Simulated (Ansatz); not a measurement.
Defect: Cd vacancy in zinc-blende CdTe, charge state -2. The step: one Cd atom jumps into the vacancy from a nearby Cd site; the atom moves 4.48 Å along (0.00, 0.48, -0.48) of the unit cell; the moving atom starts with neighbours Te at 2.81, 2 Te at 2.90, Te at 2.91 Å and ends with Te at 2.81, 2 Te at 2.90, Te at 2.91 Å. DFT values are from Ansatz (plane-wave PAW, 420 eV unless said) in a cell of 64 host sites, spin-restricted, static, with no finite-size correction. The charge state is imposed; whether it is stable for some Fermi level was not computed. Forms of the defect that were not tried may lie lower. For the PBE band: the saddle point's order was not checked.

| Level | Forward barrier (eV) | Cost of the band or of the saddle's single point |
|---|---|---|
| CHGNet universal potential (has no charge state), its own band | 0.26 | - |
| PBE, one k-point at (0.250, 0.250, 0.250), band relaxed | 1.08 | roughly 4 core-hours |
| PBE, a 2×2×2 k-point mesh shifted by half a step, same geometries | 1.08 | roughly 30 core-minutes |
| r2SCAN at 500 eV, one k-point at (0.250, 0.250, 0.250), same geometries | 1.09 | very roughly 14 core-minutes |

Ansatz is a program for electronic structure.
